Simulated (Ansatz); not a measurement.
KHF2 (I4/mcm, No. 140; cell taken from a computed entry) was calculated with r²SCAN in Ansatz (plane waves, PAW).

Numerical settings: plane-wave cutoff 500 eV, 10×10×10 k mesh, Fermi–Dirac smearing 0.05 eV, scalar-relativistic PAW data made under PBE.

Cell (relaxed at this level):

```xyz
8
Lattice="-2.8069 2.8069 3.3657 2.8069 -2.8069 3.3657 2.8069 2.8069 -3.3657" Properties=species:S:1:pos:R:3 pbc="T T T"
K      0.0000     0.0000     5.0486
K      0.0000     0.0000     1.6829
H      0.0000     2.8069     0.0000
H      2.8069     0.0000     0.0000
F      2.0019    -0.8050     3.3657
F      0.8050     3.6119     0.0000
F      0.8050     2.0019     3.3657
F      2.0019     0.8050     0.0000
```

Question: Give the computed band gap.

Answer: 
* **band gap**: 7.99 eV (on the SCF k mesh)

Note: the relaxation could not lower the start's symmetry, so the cell can be a saddle point above a distorted one.

Static lattice: no zero-point or thermal effects.

Computing time: roughly 110 core-seconds.

Ansatz is an electronic-structure program.
